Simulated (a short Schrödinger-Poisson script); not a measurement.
Stack: MOS inversion layer, Si3N4 on p-type GaAs, at 300 K.

```csv
layer,material,thickness (nm),Na (cm⁻³)
1,Si3N4,1.4,-
2,GaAs,510,9.3e17
```

The device is made up for the run: typed textbook-type constants, with dimensions and the other settings drawn at random. Si3N4: permittivity 7.5, conduction-band edge (eV) 1.97, gap (eV) 5.1, electron mass (mₑ) 0.5. GaAs: permittivity 12.9, conduction-band edge (eV) 0, gap (eV) 1.424, Nv at 300 K (cm⁻³) 9e18.

Channel valleys (confinement mass, in-plane density-of-states mass, number): Γ 0.067, 0.067, 1. At the gate the conduction-band edge of layer 1 lies 2.16 eV − eVg above the Fermi level of the channel; the field vanishes at the back. Gaps are held at their typed values at every temperature. Mesh 0.03 nm at interfaces.

Solved with a short Schrödinger-Poisson script written for these runs: 1D Poisson equation in equilibrium, electrons classical, Fermi-Dirac, parabolic valleys, classical holes, full ionisation, no traps, pinning or gate leakage.

The same stack at other levels of the model or other numerical settings:

| run | sheet density of all electrons at Vg = 1.05 V (cm⁻²) | sheet density of all electrons at Vg = 0.45 V (cm⁻²) | capacitance at Vg = 1.05 V (μF/cm²) | centroid of the channel electrons at Vg = 1.05 V (nm) | rough cost against the base |
|---|---|---|---|---|---|
| base | 5.61e12 | 2.39e11 | 1.92 | 1.63 | about 1 |
| electrons treated as classical, Boltzmann | 1.50e13 | 6.02e11 | 4.35 | 0.26 | 0.2 |
| electrons treated as quantum, Hartree | 5.41e12 | 9.65e9 | 1.96 | 1.89 | 3 |
| electrons treated as quantum, Hartree plus LDA exchange-correlation | 5.75e12 | 1.10e10 | 2.00 | 1.85 | 5 |
| mesh six times as coarse | 5.49e12 | 2.21e11 | 1.89 | 1.69 | 0.3 |

The classical rows ignore confinement, and Boltzmann statistics overrate the density once the band edge passes the Fermi level.

Above a few 1e12 electrons/cm² a light Γ valley is non-parabolic and upper valleys begin to fill, which the model leaves out.
